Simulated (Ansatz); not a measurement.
**CdS: pressure series**

Base system: CdS in the zinc blende structure (space group F-43m, No. 216).

CdS is modelled in the cubic space group F-43m (No. 216), the zinc blende structure, Pearson symbol cF8. Lattice parameters: a = b = c = 5.824 Å, α = β = γ = 90.00°. Cd on 4a is coordinated by 4 S at 2.522 Å (tetrahedral). S on 4d has 4 Cd at 2.522 Å (tetrahedral). (Neighbours: up to the widest gap in distance over summed covalent radii, below 1.35, at either atom; cation-cation and far metal-metal contacts left out.)
(The calculation used a cell of 2 atoms; values per cell refer to that cell.)

Cell and atoms are relaxed at each pressure.

Calculations: plane-wave PAW DFT at the PBEsol level (Ansatz, an electronic-structure program, 420 eV), spin-orbit coupling left out.

```csv
case,shortest interatomic distance,band gap,density
base,252.2 pm,1.01 eV,4.86 g/cm³
pressure −2 GPa,255.2 pm,0.94 eV,4.69 g/cm³
pressure −1 GPa,253.6 pm,0.98 eV,4.78 g/cm³
pressure 0.9 GPa,251.0 pm,1.04 eV,4.93 g/cm³
pressure 2.1 GPa,249.5 pm,1.08 eV,5.01 g/cm³
pressure 4.5 GPa,246.9 pm,1.14 eV,5.17 g/cm³
pressure 9 GPa,242.9 pm,1.23 eV,5.44 g/cm³
pressure 15 GPa,238.6 pm,1.32 eV,5.74 g/cm³
pressure 22.5 GPa,234.3 pm,1.40 eV,6.06 g/cm³
pressure 30 GPa,230.8 pm,1.46 eV,6.33 g/cm³
```

Load acts through the strain it causes; cell and atoms are relaxed under it. Stability against distortions was not tested. Tetrahedral semiconductors of this kind turn to denser phases somewhere between about 1 and 50 GPa; those were not computed, so compressed cells here can lie past the real transition.
